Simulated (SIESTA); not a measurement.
Band structure of CdF2 (Fm-3m, 3 atoms in the cell).

```yaml
crystal:
  lattice:
    - [0.00000, 2.72077, 2.72077]
    - [2.72077, 0.00000, 2.72077]
    - [2.72077, 2.72077, 0.00000]
  atoms:
    - { symbol: Cd, position: [0.00000, 0.00000, 0.00000] }
    - { symbol: F, position: [0.25000, 0.25000, 0.25000] }
    - { symbol: F, position: [0.75000, 0.75000, 0.75000] }
```

Method of the run: GGA PBEsol, numerical atomic orbitals DZP, PseudoDojo PBEsol standard norm-conserving potentials (rewritten from UPF to PSML) (SIESTA).

Settings: XC.functional = GGA; XC.authors = PBEsol; potentials = PseudoDojo PBEsol standard; PAO.BasisSize = DZP; PAO.EnergyShift = 0.01 Ry; MeshCutoff = 350 Ry; kgrid.MonkhorstPack = 7 7 7; OccupationFunction = FD; ElectronicTemperature = 0.02 eV; MaxSCFIterations = 150; SCF.Mixer.Method = Pulay; SCF.Mixer.Weight = 0.25; SCF.Mixer.History = 8; SCF.DM.Tolerance = 1.0E-04.

The starting cell comes from a database of computed structures (which also holds hypothetical and non-ambient phases and stackings), without a prior relaxation at this level. Its lattice was rescaled by a random factor within 2.5 % of one. Values carry the incompleteness of an atom-centred basis.

**Question.** Predict the gap along the standard path and the places of the band edges.

**Answer.** The gap along the path is 2.90 eV, from W to Γ; the smallest direct gap on it is 3.42 eV.

Levels in eV from the top of the valence band on the path, bands 14 to 18:
| point | 14 | 15 | 16 | 17 | 18 |
|---|---|---|---|---|---|
| Γ | -0.88 | -0.52 | -0.52 | -0.52 | 2.90 |
| X | -2.89 | -0.46 | -0.09 | -0.09 | 8.01 |
| W | -1.50 | -1.50 | -0.55 | 0.00 | 8.07 |
| K | -2.29 | -0.91 | -0.32 | -0.19 | 7.97 |
| L | -1.79 | -1.79 | -0.38 | -0.38 | 7.13 |
| U | -2.29 | -0.91 | -0.32 | -0.19 | 7.97 |

Higher empty bands are left out: an atom-centred basis made for the valence describes them poorly.
